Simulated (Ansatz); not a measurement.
## Response to strain in InAgTe2

The reference is InAgTe2 in the chalcopyrite structure (space group I-42d, No. 122; a = 6.432 Å, c = 12.766 Å). Axes: x, y, z lie along a, b, c of the conventional cell.

Strains are applied to the cell and any free atomic positions relax.

Calculations: PBEsol (Ansatz, a quantum-chemistry and plane-wave program; PAW; 420 eV plane waves; without spin-orbit coupling).

Notes on the quantities. energy relative to the base: free energy F.

| uniaxial strain ε_zz (%) | energy relative to the base (meV/atom) |
|---|---|
| -3 | 5.3 |
| -2.25 | 3.0 |
| -1.5 | 1.3 |
| -0.75 | ? |
| 0 | 0.0 |

**Question.** Fit ΔE = Aε² + Bε³ (ε in %) to the rows shown and predict the withheld row.

**Answer.** Least squares on the printed values gives A = 0.586 and B = -0.0012 meV/atom (largest residual 0.0 meV/atom); this predicts 0.3 meV/atom, and the run gives 0.3 meV/atom, in agreement.

No phonon test of stability was made.
